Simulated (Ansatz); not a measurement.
Functionals compared on the (210) surface of germanium, H on every dangling bond (bottom of the slab: built like the top, H on every dangling bond, free), in Ansatz (plane waves, PAW). The structure was relaxed with PBE; the other rows are single points on it. Cutoff 420 eV (500 eV for r2SCAN). HSE06 used the coarser mesh 3x3x1.

Slab: 25 atoms, 13.0 Å thick at the start with caps and adatoms (thin: gaps and levels are the slab's own); k 6x5x1, smearing 0.025 eV, dipole-corrected; 3 atoms held, the rest relaxed; no symmetry held; no spin, no spin-orbit, no U. These notes are the PBE run's.

| functional | gap of the slab on its k-mesh (eV) | highest filled level below the top vacuum level (eV) | rough cost of the single point |
|---|---|---|---|
| PBE | 1.00 | 4.60 | – |
| r2SCAN | [?] | [?] | around 11 core-minutes (rough) |

Problem. Some entries are withheld; supply them.

Solution. 
- r2SCAN, gap of the slab on its k-mesh (eV): 1.27
- r2SCAN, highest filled level below the top vacuum level (eV): 4.74

Ansatz is an electronic-structure program.
